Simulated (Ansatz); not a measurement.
## A computed series for hypothetical P6_3/mmc PbI2: pressure series

The reference is PbI2 in the 2H-MoS2 type structure (space group P6_3/mmc, No. 194; a = 4.398 Å, c = 14.845 Å; a hypothetical phase, not in the database extracts checked).

Cell and atoms are relaxed at each pressure.

Level of theory: PBE-D3(BJ) in Ansatz (plane waves to 420 eV, PAW, without spin-orbit coupling), earlier PAW set.

Only one of these has no band gap. Which?
A) pressure 5 GPa
B) pressure 3 GPa
C) pressure 0.7 GPa
D) pressure 7.5 GPa

D, pressure 7.5 GPa. Computed: pressure 0.7 GPa: 1.69 eV; pressure 5 GPa: 0.39 eV; pressure 3 GPa: 0.93 eV; pressure 7.5 GPa: zero

A case with no gap was solved on a k-mesh chosen for an insulator, which is coarse for it. Spin-orbit coupling, missing from the scalar runs, can matter with I and Pb. Load acts through the strain it causes; cell and atoms are relaxed under it. Whether these cells are dynamically stable was not tested. Competing high-pressure phases were not computed. All final runs are without spin polarisation. The zero or small gap of PbI2 under pressure 7.5 GPa can change with the level of theory.

Ansatz is an electronic-structure program.
